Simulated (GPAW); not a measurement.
## A series of runs on LiMg₃ (P-6m2, 4 atoms in the cell)

```yaml
crystal:
  lattice:
    - [3.14617, 0.00000, 0.00000]
    - [-1.57309, 2.72466, 0.00000]
    - [0.00000, 0.00000, 10.12160]
  atoms:
    - { symbol: Li, position: [0.66667, 0.33333, 0.50000] }
    - { symbol: Mg, position: [0.66667, 0.33333, 0.00000] }
    - { symbol: Mg, position: [0.00000, 0.00000, 0.74257] }
    - { symbol: Mg, position: [0.00000, 0.00000, 0.25743] }
```

Base run A: PBEsol, GPAW PAW datasets PBEsol (made by gpaw-setup) in GPAW 25.7.0, self-consistent single point.

Its settings: mode = pw; ecut = 800 eV; xc = PBEsol; kpts = 10 10 3; mesh shift (steps) = 0 0 0; occupations.name = methfessel-paxton; occupations.width = 0.272 eV; occupations.order = 1; nbands = -10; convergence.density = 1e-05 e/electron; convergence.energy = 1e-05 eV/electron; symmetry.symmorphic = false; symmetry.tolerance = 0.0005; maxiter = 120.

The starting cell comes from a database of computed structures (which also holds hypothetical and non-ambient phases and stackings), without a prior relaxation at this level.

ΔF is the free energy per atom less that of run A. 

Run A gave: pressure (GPa) -0.02; largest force (eV/Å) 0.059; iterations 17.

Runs:
- B: eigensolver = {name: davidson, niter: 1}
- C: eigensolver = {name: davidson, niter: 3}
- D: eigensolver = {name: davidson, niter: 5}
- E: eigensolver = rmm-diis
- F: eigensolver = {name: rmm-diis, niter: 5}
- G: eigensolver = cg
- H: eigensolver = {name: cg, niter: 2}

Question: Which runs reach the base run's state, and which is quickest in iterations?

Answer: Runs B, C, D, E, F, G, H ended on the same solution as A (within 1 meV/atom). The fewest iterations to that state were 16 (D, F, G); the most were 21.

```
run  ΔF (meV/atom)  pressure (GPa)  largest force (eV/Å)  iterations
---  -------------  --------------  --------------------  ----------
A             0.00           -0.02                 0.059          17
B             0.00           -0.02                 0.059          21
C             0.00           -0.02                 0.059          18
D             0.00           -0.02                 0.059          16
E             0.00           -0.02                 0.058          17
F             0.00           -0.02                 0.059          16
G             0.00           -0.02                 0.059          16
H             0.00           -0.02                 0.058          19
```
